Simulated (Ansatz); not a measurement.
Base system: TiO$_{2}$ in the anatase structure (space group I4_1/amd, No. 141; a = 3.770 Å, c = 9.552 Å). Axes: x, y, z lie along a, b, c of the conventional cell.

Level of theory: PBEsol (Ansatz, a first-principles code), no SOC.

Base values:

The band gap is 2.11 eV and the smallest direct gap is 2.44 eV.

Modification: uniaxial strain ε_zz = +3.00 %, all other strain components held at zero; the atoms relax in the strained cell.

Problem. What happens to the band gap and smallest direct gap?

Solution. The band gap increases by 0.08 eV to 2.19 eV; the smallest direct gap stays 2.44 eV.

Whether these cells are dynamically stable was not tested. The final runs are not spin-polarised.
